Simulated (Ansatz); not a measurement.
(Ta,Nb)Si2 alloys, CrSi2 (C40) type start, 18-atom cells

Cells and atoms relaxed. Order is of the mixed sites (0 random, negative unlike neighbours favoured); cells of high symmetry are ordered arrangements. Sheared cells and those that changed their type are left out. Enthalpies are against end members in the CrSi2 (C40) type type. The CrSi2 (C40) type type need not be the stable form of every end member, so that mixing against the stable forms can cost more.

The numbers are results of PBE (plane waves to 420 eV, PAW; Ansatz, a quantum-chemistry and plane-wave program), not measurements. No spin–orbit coupling; the runs are not spin-polarised.

```
site fractions          space group  order in the first shell  volume (Å³/atom)  mixing enthalpy (meV a site of the first mixed sublattice)
----------------------  -----------  ------------------------  ----------------  ----------------------------------------------------------
(1) Ta 0.167, Nb 0.833           C2                     -0.20             14.72                                                          -2
(2) Ta 0.333, Nb 0.667           P1                     -0.12             14.72                                                          -3
(3) Ta 0.500, Nb 0.500           C2                     -0.33             14.70                                                          -4
(4) Ta 0.500, Nb 0.500           C2                     -0.33             14.70                                                          -4
(5) Ta 0.500, Nb 0.500           C2                     +0.33             14.70                                                          -3
(6) Ta 0.667, Nb 0.333           P1                     -0.12             14.69                                                          -3
(7) Ta 0.833, Nb 0.167           C2                     -0.20             14.67                                                          -2
```
